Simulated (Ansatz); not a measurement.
# Na in the bcc (W type) structure (space group Im-3m, No. 229)

```cif
data_Na2
_chemical_formula_sum 'Na2'
_space_group_name_H-M_alt 'Im-3m'
_space_group_IT_number 229
_space_group_name_Hall '-I 4 2 3'
_cell_length_a 4.17105
_cell_length_b 4.17105
_cell_length_c 4.17105
_cell_angle_alpha 90.000
_cell_angle_beta 90.000
_cell_angle_gamma 90.000
loop_
_atom_site_label
_atom_site_type_symbol
_atom_site_symmetry_multiplicity
_atom_site_Wyckoff_symbol
_atom_site_fract_x
_atom_site_fract_y
_atom_site_fract_z
_atom_site_occupancy
Na1 Na 2 a 0.00000 0.00000 0.00000 1
```
(The calculation used a cell of 1 atom; values per cell refer to that cell.)

The values are results of Kohn–Sham DFT with the PBEsol functional, run in Ansatz (a quantum-chemistry and plane-wave program) with PAW and 420 eV plane waves, without spin-orbit coupling, earlier PAW set, not measurements. Γ-centred 16×16×16 mesh, Fermi–Dirac width 0.05 eV.

```json
{
 "volume_per_atom": "36.28 Å³",
 "density": "1.05 g/cm³",
 "band_gap": "zero",
 "total_energy": "-1475.870 eV/atom (σ→0; compares only within this code and set-up)"
}
```

Stability against distortions was not tested.
